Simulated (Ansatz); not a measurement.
Take Mg3PbO in the anti-perovskite structure (space group Pm-3m, No. 221; a = 4.434 Å; a hypothetical phase, not in the database extracts checked) as the base. Axes: x, y, z lie along the cube axes.

Computed with DFT with PBE, PAW potentials and a 420 eV plane-wave cutoff in Ansatz (a program for electronic structure), no SOC.

Strains are applied to the cell and any free atomic positions relax; under biaxial strain the out-of-plane vector relaxes too; under stress the whole cell relaxes.

One change was made to it. Results:

```tsv
quantity	base	after
band gap	zero	zero
energy relative to the base (free energy F)	0 meV/atom	+51 meV/atom
```

Q: Which of these changes matches the shifts?
A) isotropic strain +4.33 %
B) uniaxial stress, 1 GPa tension along x
C) isotropic strain +4.81 %
D) biaxial strain +1.64 %, plane normal [001], relaxed out of plane

A: A, isotropic strain +4.33 %. For comparison, the energy relative to the base in the other runs: biaxial strain +1.64 %, plane normal [001], relaxed out of plane gives +3.1 meV/atom; isotropic strain +4.81 % gives +62 meV/atom; uniaxial stress, 1 GPa tension along x gives +0.7 meV/atom.

Without a gap, meshes like the base's 11×11×11 leave anisotropic stresses uncertain by several tenths of a GPa, and small strain energies with them. Beyond what the load breaks, stability against distortions was not tested. The final runs are not spin-polarised. A zero or small gap of Mg3PbO can be the functional's error rather than a property of the material.
